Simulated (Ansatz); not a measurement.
The parent structure is a 24-atom supercell of ZnS in the zinc blende structure (space group F-43m, No. 216; a = 5.357 Å) at its relaxed geometry.

Level of theory: plane-wave PAW DFT at the PBEsol level (Ansatz, a first-principles code, 420 eV), no spin-orbit coupling.

For the base:

| Quantity | Result |
|---|---|
| Gap of the supercell | 2.09 eV |
| Pressure | 0.0 GPa |

Perturbation: a neutral H interstitial (started 2.32 Å from the nearest host atom), atoms relaxed at fixed cell, starting from a slightly rattled geometry.

Question: What happens to the gap of the supercell?

Answer: The gap of the supercell decreases by 1.60 eV, from 2.09 eV to 0.49 eV.

Question: Predict the new total moment of the cell.

Answer: The total moment of the cell is 1.0 μB.

Question: Estimate the effect on the pressure.

Answer: The pressure goes from zero to 0.4 GPa.

The magnetic state is the one reached from the starting moments; the real material's order can differ, and small cells can't hold many antiferromagnetic ones. In so small a cell the defect repeats every few ångströms: this is an ordered compound, not a dilute defect. Where the two band edges lie in opposite spin channels, the gap is a spin-flip gap. The defect cell is spin-polarised and ends with 1.0 μB.
